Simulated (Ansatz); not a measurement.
## H on the 1x1 (110) surface of bcc V, one in a 2x2 cell, started at the site 'bridge V-V (span 3.0 Å)'

The numbers are results of r2SCAN, at the PBE geometry (plane waves to 500 eV, PAW; Ansatz, a program for electronic structure), not measurements.

Slab: 17 atoms, 6.1 Å thick at the start under the adsorbate (thin: gaps and levels are the slab's own); k 6x6x1, smearing 0.1 eV, dipole-corrected; single point; on the structure that PBE left under its start's symmetry; no spin, no spin-orbit, no U, no dispersion correction. At the end it is bonded to 2 V. In PBE this state lies 0.10 eV over the lowest of the starts that converged ('hollow V-V-V').

```yaml
adsorption energy against ½ H2(g) at the same level: -1.03 eV
work_function_of_the_top_face: 4.72 eV
change_of_the_work_function: -0.14 eV
change_of_the_step_from_the_bottom_to_the_top_vacuum_level_against_the_clean_slab: -0.12 eV
height of the binding atom over the mean of the host atoms within 0.3 Å of the top one: 1.082 Å
nearest_host_atoms_of_the_binding_atom: V at 1.86 Å, V at 1.86 Å, V at 2.38 Å
caution: the clean host was not checked against rearrangement in a larger or rattled cell
cost: about 3 core-minutes (a rough figure)
```

A negative adsorption energy means that the adsorbate is more stable on the surface than in its reference.
